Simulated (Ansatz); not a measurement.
## Carrier properties of ZnS under load (space group I-4m2)

Input:

```
CELL_PARAMETERS angstrom
      0.00000     2.71228     2.64768
      2.71228     0.00000     2.64768
      2.71228     2.71228     0.00000
ATOMIC_POSITIONS crystal
  Zn 0.00000 0.00000 0.00000
  S  0.25000 0.25000 0.25000
```

All values below come from r2SCAN with spin-orbit coupling, rigid bands (plane waves, PAW; Ansatz, a quantum-chemistry and plane-wave program). Condition of this run: uniaxial stress zz = 1 GPa (compression positive) (the target of the relaxation). How the cell was made: cell and atoms relaxed with r2SCAN, then loaded as said.

| Quantity | Result |
|---|---|
| band gap | 2.66 eV |
| electron conductivity mass (300 K, dilute) | 0.21 mₑ |
| hole conductivity mass (300 K, dilute) | 0.81 (x), 0.81 (y), 0.69 (z) mₑ |
| effective density of states N_c (300 K) | 2.2e18 cm⁻³ |
| effective density of states N_v (300 K) | 2.0e19 cm⁻³ |
| density-of-states mass, electrons | 0.199 mₑ |
| density-of-states mass, holes | 0.86 mₑ |
| Seebeck coefficient, n-type 1e19 cm⁻³, 300 K | -116 μV/K |
| Seebeck coefficient, p-type 1e19 cm⁻³, 300 K | 333 μV/K |
| best p-type power factor at 300 K for τ = 10 fs (best axis; densities from 1e16 to 1e21 cm⁻³ tried, whether or not they can be reached) | 14.9 μW/(cm·K²) at 3e20 cm⁻³ |

Rigid bands; masses and Seebeck coefficients take one relaxation time τ for all states and one kind of carrier; polarons and phonon drag are left out.
